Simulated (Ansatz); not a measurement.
Data:

```
AlN
1.0
    3.22250     0.00000     0.00000
   -1.61125     2.79077     0.00000
    0.00000     0.00000     4.86451
Al N
2 2
Direct
  0.33333   0.66667   0.99093
  0.66667   0.33333   0.49093
  0.33333   0.66667   0.38407
  0.66667   0.33333   0.88407
```

Method: r2SCAN with spin-orbit coupling, rigid bands (plane waves, PAW; Ansatz, a quantum-chemistry and plane-wave program). Condition of this run: biaxial stress in the c plane of -13.5 GPa (compression positive) (the target of the relaxation). Cell: cell and atoms relaxed with PBEsol, then loaded as said.

### Question
Predict the hole conductivity mass (n e² τ/σ) at 300 K, by direction if it differs.

### Answer
2.6 (x), 2.6 (y), 0.33 (z) mₑ.

### Question
What conductivity effective mass do dilute electrons have at 300 K?

### Answer
0.29 (x), 0.29 (y), 0.31 (z) mₑ.

### Question
And the band gap?

### Answer
4.09 eV at this level; semilocal functionals usually fall short of the measured gap.

Rigid bands, one relaxation time for all states, no polarons. Geometry: cell and atoms relaxed with PBEsol.
